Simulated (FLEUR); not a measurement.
Band structure of NdIn (Pm-3m, 2 atoms in the cell).

```
NdIn
1.0
    3.86784     0.00000     0.00000
    0.00000     3.86784     0.00000
    0.00000     0.00000     3.86784
Nd In
1 1
Direct
  0.00000   0.00000   0.00000
  0.50000   0.50000   0.50000
```
Moments meant for the start (each program seeds them in its own way; μB, in the order of the atoms Nd In): 3.0 0.0.

Level of theory: PBEsol, all-electron FLAPW (FLEUR), scalar-relativistic valence.

Settings: Kmax = 4 1/bohr; GmaxXC = 20 1/bohr; xcFunctional = PBEs; jspins = 2; l_soc = F; mode = hist; fermiSmearingEnergy = 0.00367493 Htr; mesh (inpgen div1-3) = 7 7 7; inpgen gamma flag = false; Gmax = 20 1/bohr; numbands = 0; maxIterBroyd = 15; imix = Anderson; alpha = 0.05.

The starting cell comes from a database of computed structures (which also holds hypothetical and non-ambient phases and stackings), without a prior relaxation at this level. Spin-orbit coupling is off. The f electrons are in the valence without U or exact exchange, which can misplace them near the Fermi level. Spin-orbit terms, which matter for f shells, are left out. Values depend on the basis (sphere radii, cutoffs, local orbitals), which need not be converged.

Levels in eV from the Fermi level, bands 17 to 24 of the first spin channel:
| point | 17 | 18 | 19 | 20 | 21 | 22 | 23 | 24 |
|---|---|---|---|---|---|---|---|---|
| Γ | -0.28 | -0.21 | -0.21 | -0.21 | 0.30 | 0.30 | 0.30 | 3.53 |
| X | -0.19 | -0.05 | -0.05 | 0.10 | 0.19 | 0.39 | 0.39 | 0.70 |
| M | -0.43 | -0.16 | -0.16 | -0.13 | 0.01 | 0.46 | 0.59 | 0.59 |
| R | -2.41 | -0.15 | -0.15 | -0.15 | 0.10 | 0.44 | 0.44 | 0.44 |
